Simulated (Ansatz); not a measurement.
We consider IrPt (model structure, Pm-3m, No. 221, 2 atoms in the cell), described by PBEsol in Ansatz (PAW).

Numerical settings: plane-wave cutoff 520 eV, 18×18×18 k mesh, Fermi–Dirac smearing 0.05 eV, no spin polarisation, scalar-relativistic PAW data made under PBE.

Cell (relaxed at this level):

```xyz
2
Lattice="3.0970 0.0000 0.0000 0.0000 3.0970 0.0000 0.0000 0.0000 3.0970" Properties=species:S:1:pos:R:3 pbc="T T T"
Ir     0.0000     0.0000     0.0000
Pt     1.5485     1.5485     1.5485
```

Q: Predict the bulk modulus B0.

A: 
* **bulk modulus B0**: 313 GPa

Note: the run has no spin polarisation, so it can have missed a magnetic state; the bulk modulus is −V dP/dV from two relaxed cells at ±2 % in volume; the relaxation could raise the start's symmetry but not lower it, so the cell can be a saddle point.

Spin–orbit coupling is not included.

The computed numbers hold no vibrational or temperature effects.

A model structure was made by putting elements into a prototype or built by hand; it is no filed structure, need not be a known phase, and can be a saddle point held by its symmetry.

Ansatz is an electronic-structure program.
